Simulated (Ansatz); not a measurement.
The reference is CoSi2 (space group Fm-3m, No. 225; a = 5.3155 Å; not spin-polarised; relaxed with 0.1 eV smearing). Axes: x, y, z lie along the cube axes.

The values are results of Ansatz (a first-principles code) r2SCAN, without spin-orbit coupling, not measurements.

For the base:

Shortest interatomic distance: 2.302 Å

The change: a pure shear with ε_xy = ε_yx = -0.0176; the atoms relax in the strained cell.

Question: Estimate the effect on the energy relative to the base, stress, shortest interatomic distance and largest internal atomic displacement.

Answer: The energy grows by 5.0 meV/atom; the stress (xx, yy, zz, yz, xz, xy; compression positive) amounts to (-0.1, -0.1, 0.5, 0.0, 0.0, 3.6) GPa; the shortest interatomic distance falls by 0.0105 Å (2.302 Å → 2.291 Å); the largest internal atomic displacement comes out as 0.028 Å.

No phonon test of stability was made. Starting moments died away, wholly or in part, for the base; another magnetic solution may exist. All final runs are without spin polarisation. An odd electron count without spin: CoSi2.
